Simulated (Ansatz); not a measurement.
MgIn2O4 (model structure, started from the defect chalcopyrite type, I-4, No. 82, 7 atoms in the cell) was calculated with LDA in Ansatz (plane waves, PAW).

Run with plane-wave cutoff 520 eV, 10×10×10 k mesh, Fermi–Dirac smearing 0.01 eV, scalar-relativistic PAW data made under PBE.

Cell (relaxed at this level):

```xyz
7
Lattice="-2.3520 2.3520 4.9121 2.3520 -2.3520 4.9121 2.3520 2.3520 -4.9121" Properties=species:S:1:pos:R:3 pbc="T T T"
In     0.0000     0.0000     4.9121
In     2.3520     0.0000     2.4561
Mg     0.0000     0.0000     0.0000
O      1.1102    -1.3258     6.0022
O      1.2418     3.6778     1.0900
O      1.0262     1.2418    -1.0900
O      1.3258     1.1102     3.8221
```

Estimate the band gap and smallest direct gap on the k points sampled that the calculation returns.


- band gap = 1.42 eV
- smallest direct gap on the k points sampled = 1.49 eV

Note: the relaxation could raise the start's symmetry but not lower it, so the cell can be a saddle point.

Spin–orbit coupling is not included.

Static lattice: no zero-point or thermal effects.

A model structure was made by putting elements into a prototype or built by hand; it is no filed structure, need not be a known phase, and can be a saddle point held by its symmetry.

Ansatz is a first-principles code.
